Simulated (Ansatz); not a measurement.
Base system: Se (space group P3_121, No. 152; a = 4.039 Å, c = 5.120 Å; made of chains). Axes: x lies along a and z along c of the hexagonal cell.

Computed with plane-wave PAW DFT at the PBEsol level (Ansatz, a first-principles code, 420 eV), no SOC, earlier PAW set.

It is then changed as follows: tensor shear ε_xy = −3.02 % (engineering shear γ = -0.0604), atoms relaxed at fixed cell.

Task: Predict the stress tensor and what it implies for the stiffness.

Result: Stress of the strained cell less that of the base (GPa, compression positive):
```
   0.20    0.78   -0.74
   0.78    0.16   -0.11
  -0.74   -0.11    0.12
```

Then −Δσ/γ with γ = 2ε = -0.0604 gives secant stiffness values (nonlinear terms included at this strain): C66 ≈ 13 GPa.

Stability against distortions was not tested. No dispersion term is included in the PBEsol runs.
